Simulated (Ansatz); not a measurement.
## Hypothetical CsCl type AuCl: pressure series

Base system: AuCl in the CsCl type structure (space group Pm-3m, No. 221; a = 3.3980 Å; a hypothetical phase, not in the database extracts checked).

Cell and atoms are relaxed at each pressure.

Method: plane-wave PAW DFT at the r2SCAN level (Ansatz, an electronic-structure program, 500 eV), spin-orbit coupling left out.

```
pressure (GPa)  volume per atom (Å³/atom)
--------------  -------------------------
-2                                 20.254
-1                                 19.921
0                                  19.617
3                                       ?
7                                  18.071
15                                 16.920
30                                 15.506
50                                 14.291
100                                12.513
```

Question: Fit the third-order Birch–Murnaghan form P(V) = (3B₀/2)[(V₀/V)^(7/3) − (V₀/V)^(5/3)]·[1 + (3/4)(B₀′ − 4)((V₀/V)^(2/3) − 1)] (squares taken in P) to the rows shown and predict the withheld row.

Answer: Least squares on the printed values gives V₀ = 19.618 Å³/atom, B₀ = 69.7 GPa, B₀′ = 5.1; this predicts 18.868 Å³/atom, and the run gives 18.861 Å³/atom, 0.007 lower.

Load acts through the strain it causes; cell and atoms are relaxed under it. No phonon test of stability was made. Competing high-pressure phases were not computed. No Hubbard U is applied, and correlation can decide whether such a compound is a metal. All final runs are without spin polarisation.
